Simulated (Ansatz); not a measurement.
Data:

```xyz
2
Lattice="0.0000 1.7969 1.7969 1.7969 0.0000 1.7969 1.7969 1.7969 0.0000" Properties=species:S:1:pos:R:3 pbc="T T T"
N      2.6953     2.6953     2.6953
B      0.0000     0.0000     0.0000
```

No spin polarisation.

A single point on BN with a change (pressure 10 GPa), its geometry relaxed with PBE.

The values are results of plane-wave PAW DFT at the r2SCAN level (Ansatz, an electronic-structure program, 500 eV), no SOC, not measurements. Γ-centred 16×16×16 mesh, Fermi–Dirac width 0.05 eV.

### Question
Predict the band gap, hole mass, electron mass and gap character.

### Answer
Band gap: 5.02 eV
Hole mass (degenerate bands, along [100]): 0.48, 0.51, 0.51 mₑ (at Γ)
Electron mass: 0.87 mₑ along k, 0.29 mₑ across (at X)
Gap character: indirect, Γ → X

Single points use the geometry relaxed with PBE. Load acts through the strain it causes; cell and atoms are relaxed under it. Effective masses come from finite differences of ±0.01 Å⁻¹. Along k means along the line from Γ to the band edge. Stability against distortions was not tested. Competing high-pressure phases were not computed. The cell was made from BN in the zinc blende structure (space group F-43m, No. 216) by this change: pressure 10 GPa.
